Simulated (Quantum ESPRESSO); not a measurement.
A self-consistent single point of Fe3Ge (Fm-3m, 4 atoms in the cell) with Quantum ESPRESSO.

Computed with PBEsol, PSlibrary PAW (PBE) pseudopotentials (plane waves; Quantum ESPRESSO 7.5).

The change in words: lattice scaled by 0.98. Reference geometry:
```
Fe3Ge
1.0
   -2.85373     0.00000     2.85373
    0.00000     2.85373     2.85373
   -2.85373     2.85373     0.00000
Fe Ge
3 1
Direct
  0.50000   0.50000   0.50000
  0.25000   0.25000   0.25000
  0.75000   0.75000   0.75000
  0.00000   0.00000   0.00000
```
Moments meant for the start (each program seeds them in its own way; μB, in the order of the atoms Fe Fe Fe Ge): 4.0 4.0 4.0 0.0.

Reference input (self-consistent single point, DFT, PBEsol, plane waves, PSlibrary PAW (PBE) pseudopotentials): ecutwfc = 55 Ry; ecutrho = 330 Ry; occupations = smearing; smearing = gaussian; degauss = 0.0099958 Ry; nspin = 2; input_dft = pbesol; potentials = {Fe: Fe.pbe-n-kjpaw_psl.1.0.0.UPF, Ge: Ge.pbe-n-kjpaw_psl.1.0.0.UPF}; K_POINTS = automatic 7 7 7 0 0 0; conv_thr = 1e-11 Ry; mixing_beta = 0.4. This run's input differs from it in these lines:

```diff
@@ -10,3 +10,3 @@
   ibrav = 2,
-  celldm(1) = 10.78554005,
+  celldm(1) = 10.56982781,
   nat = 4,
@@ -30,5 +30,5 @@
 ATOMIC_POSITIONS {angstrom}
-Fe   -2.85373100    2.85373100    2.85373100
-Fe   -1.42686550    1.42686550    1.42686550
-Fe   -4.28059650    4.28059650    4.28059650
+Fe   -2.79665600    2.79665600    2.79665600
+Fe   -1.39832800    1.39832800    1.39832800
+Fe   -4.19498400    4.19498400    4.19498400
 Ge    0.00000000    0.00000000    0.00000000
```

Output (repeated stretches shortened):

```
     Self-consistent Calculation

     iteration #  1     ecut=    55.00 Ry     beta= 0.40

     Threshold (ethr) on eigenvalues was too large:
     Diagonalizing with lowered threshold

     total energy              =    -579.31217993 Ry
     estimated scf accuracy    <       0.21683199 Ry

     total magnetization       =     6.61 Bohr mag/cell
     absolute magnetization    =     6.78 Bohr mag/cell

     iteration #  2     ecut=    55.00 Ry     beta= 0.40

     total energy              =    -579.35224764 Ry
     estimated scf accuracy    <       0.10161761 Ry

     total magnetization       =     6.25 Bohr mag/cell
   [... lines left out ...]

     iteration # 20     ecut=    55.00 Ry     beta= 0.40

     total energy              =    -579.42664882 Ry
     estimated scf accuracy    <          1.4E-10 Ry

     total magnetization       =     5.01 Bohr mag/cell
     absolute magnetization    =     5.32 Bohr mag/cell

     iteration # 21     ecut=    55.00 Ry     beta= 0.40

     Magnetic moment per site  (integrated on atomic sphere of radius R)
     atom   1 (R=0.179)  charge=  6.4110  magn=  2.4954
     atom   2 (R=0.179)  charge=  6.5196  magn=  1.3022
     atom   3 (R=0.179)  charge=  6.5196  magn=  1.3022
     atom   4 (R=0.179)  charge=  1.9732  magn= -0.0371
     End of self-consistent calculation

     the Fermi energy is    14.3358 ev

!    total energy              =    -579.42664882 Ry
     estimated scf accuracy    <          1.7E-12 Ry
     smearing contrib. (-TS)   =      -0.00157636 Ry
     internal energy E=F+TS    =    -579.42507245 Ry

     total magnetization       =     5.01 Bohr mag/cell
     absolute magnetization    =     5.32 Bohr mag/cell

     convergence has been achieved in  21 iterations

     Forces acting on atoms (cartesian axes, Ry/au):

     atom    1 type  1   force =     0.00000000    0.00000000   -0.00000000
   [... zero for the other atoms too ...]

     Total force =     0.000000     Total SCF correction =     0.000000

          total   stress  (Ry/bohr**3)                   (kbar)     P=       69.64
   0.00047343   0.00000000   0.00000000           69.64        0.00        0.00
   0.00000000   0.00047343  -0.00000000            0.00       69.64       -0.00
   0.00000000   0.00000000   0.00047343            0.00        0.00       69.64

   JOB DONE.
```

The run converged in 21 iterations. Against the reference run the free energy stays essentially unchanged (within 1 meV/atom), the pressure goes from -6.76 to 6.96 GPa and the size of the net moment goes from 1.31 to 1.25 μB/atom.

The starting cell comes from a database of computed structures (which also holds hypothetical and non-ambient phases and stackings), without a prior relaxation at this level. Its lattice was rescaled by a random factor within 2.5 % of one. For this run, on top of that: lattice scaled by 0.98. The magnetic order is the one reached from the typed start; others were not searched systematically. With a pressure of about 7 GPa the cell is away from its equilibrium volume at this level.

Cost on one core of a shared machine: roughly 2 min.
